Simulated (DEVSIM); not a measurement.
Device: illuminated Si p-on-n cell, one wavelength, with a back-surface field, at 300 K.

| layer (left to right) | material | thickness (μm) | Nd (cm⁻³) | Na (cm⁻³) | τn (s) | τp (s) | absorption coefficient (cm⁻¹) |
|---|---|---|---|---|---|---|---|
| 1 | Si | 0.170 | - | 1.3e18 | 0.00017 | 0.00046 | 410 |
| 2 | Si | 180 | 1.3e15 | - | 0.00083 | 0.00083 | 410 |
| 3 | Si | 1.80 | 3.1e18 | - | 0.00083 | 0.00083 | 410 |

Left contact: ohmic, minority electron recombination velocity 1000 cm/s. Right contact: ohmic, minority hole recombination velocity 10 cm/s. Voltage is applied to the left contact. Recombination: SRH at mid-gap, radiative, Auger. Light enters at the left, 8.7e17 photons cm⁻² s⁻¹, one pass, no reflection. Mobility is μmin + (μ − μmin)/(1 + (N/Nref)^α).

This is a model device: material constants are rounded textbook-type values typed into the input, and sizes, dopings and lifetimes were drawn at random. Values at 300 K.

```tsv
parameter	Si
gap (eV)	1.124
affinity (eV)	4.05
permittivity	11.7
Nc (cm⁻³)	2.86e19
Nv (cm⁻³)	3.1e19
μn (cm²/Vs)	1417
μp (cm²/Vs)	470
μn,min	52
μp,min	45
Nref,n	9.7e16
Nref,p	2.2e17
αn	0.68
αp	0.72
B (cm³/s)	4.7e-15
Cn (cm⁶/s)	2.8e-31
Cp (cm⁶/s)	9.9e-32
```

Model (solved in DEVSIM): 1D drift-diffusion, Boltzmann statistics, complete ionisation; no tunnelling, impact ionisation, image-force lowering or self-heating.

Question: Give the dark forward current.

Answer: 
```json
[
 {"V (V)": "0.05", "J (A/cm²)": "1.7e-11"},
 {"V (V)": "0.10", "J (A/cm²)": "7.1e-11"},
 {"V (V)": "0.15", "J (A/cm²)": "2.7e-10"},
 {"V (V)": "0.20", "J (A/cm²)": "1.2e-9"},
 {"V (V)": "0.25", "J (A/cm²)": "6.5e-9"},
 {"V (V)": "0.30", "J (A/cm²)": "4.0e-8"},
 {"V (V)": "0.35", "J (A/cm²)": "2.6e-7"},
 {"V (V)": "0.40", "J (A/cm²)": "1.7e-6"},
 {"V (V)": "0.45", "J (A/cm²)": "1.2e-5"},
 {"V (V)": "0.50", "J (A/cm²)": "7.9e-5"},
 {"V (V)": "0.55", "J (A/cm²)": "0.00047"},
 {"V (V)": "0.60", "J (A/cm²)": "0.0020"},
 {"V (V)": "0.65", "J (A/cm²)": "0.0069"},
 {"V (V)": "0.70", "J (A/cm²)": "0.025"},
 {"V (V)": "0.75", "J (A/cm²)": "0.12"},
 {"V (V)": "0.80", "J (A/cm²)": "0.78"},
 {"V (V)": "0.85", "J (A/cm²)": "6.3"},
 {"V (V)": "0.90", "J (A/cm²)": "47"},
 {"V (V)": "0.95", "J (A/cm²)": "210"},
 {"V (V)": "1.00", "J (A/cm²)": "590"},
 {"V (V)": "1.05", "J (A/cm²)": "1200"},
 {"V (V)": "1.10", "J (A/cm²)": "1900"},
 {"V (V)": "1.15", "J (A/cm²)": "2800"}
]
```
